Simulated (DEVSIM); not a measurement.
Structure: abrupt InP p-n junction, at 350 K.

```tsv
layer (left to right)	material	thickness (μm)	Nd (cm⁻³)	Na (cm⁻³)	τn (s)	τp (s)
1	InP	27.0	-	2.2e16	2.4e-9	2.4e-9
2	InP	45.0	1.1e14	-	2.4e-9	2.4e-9
```

Left contact: ohmic. Right contact: ohmic. Voltage is applied to the left contact. Recombination: SRH at mid-gap, radiative. Mobility is μmin + (μ − μmin)/(1 + (N/Nref)^α).

Constants are typed, rounded textbook-type inputs, not results; the design itself was drawn at random and stands for no fabricated device. Values at 300 K; Nc and Nv go as T^1.5, mobilities as T to minus their exponent, the gap by Varshni's rule with the affinity fixed.

| parameter | InP |
|---|---|
| gap (eV) | 1.344 |
| affinity (eV) | 4.38 |
| permittivity | 12.5 |
| Nc (cm⁻³) | 5.7e17 |
| Nv (cm⁻³) | 1.1e19 |
| μn (cm²/Vs) | 5200 |
| μp (cm²/Vs) | 170 |
| μn,min | 400 |
| μp,min | 10 |
| Nref,n | 3e17 |
| Nref,p | 4.9e17 |
| αn | 0.47 |
| αp | 0.62 |
| T exponent of μn | 2 |
| T exponent of μp | 2 |
| B (cm³/s) | 1.2e-10 |
| Varshni α (eV/K) | 0.000363 |
| Varshni β (K) | 162 |

DEVSIM, 1D drift-diffusion, Boltzmann statistics, complete ionisation; no tunnelling, impact ionisation, image-force lowering or self-heating.

The minority lifetime in layer 2 was swept, all else fixed.

```csv
minority lifetime in layer 2 (s),dark forward voltage at 1 A/cm² (V)
7.2e-11,0.786
2.4e-10,0.790
7.2e-10,0.796
2.4e-9,0.810
7.2e-9,0.826
2.4e-8,0.843
7.2e-8,0.852
```

From the first row to the last the dark forward voltage at 1 A/cm² goes from 0.786 to 0.852.
